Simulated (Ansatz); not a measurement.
The reference is BP (space group P6_422, No. 181; a = 3.2597 Å, c = 6.9403 Å; a hypothetical phase, not in the database extracts checked). Axes: x lies along a and z along c of the hexagonal cell.

One thing is altered: a pure shear with ε_xy = ε_yx = -0.0085, atoms relaxed at fixed cell.

Levels (all Ansatz, a quantum-chemistry and plane-wave program, PAW): PBEsol (420 eV, no spin-orbit coupling); r2SCAN (500 eV, without spin-orbit coupling).

The geometry is relaxed with PBEsol.

- PBEsol band gap = zero
- PBEsol pressure = 0.0 GPa
- PBEsol gap character = absent

With r2SCAN at the same geometry, the band gap goes from zero to 0.14 eV; the pressure goes from zero to 3.6 GPa; the gap character goes from absent to indirect, Γ → B.

Single points use the geometry relaxed with PBEsol. Their cutoffs differ, which shifts pressures a little. A case with no gap was solved on a k-mesh chosen for an insulator, which is coarse for it. The cells carry an imposed strain or load. Whether these cells are dynamically stable was not tested. The base started in P3_121 and relaxed to P6_422 at this level. The final runs are not spin-polarised. The zero or small gap of BP can change with the level of theory. Labels are those of the standard path for the cell's own space group.
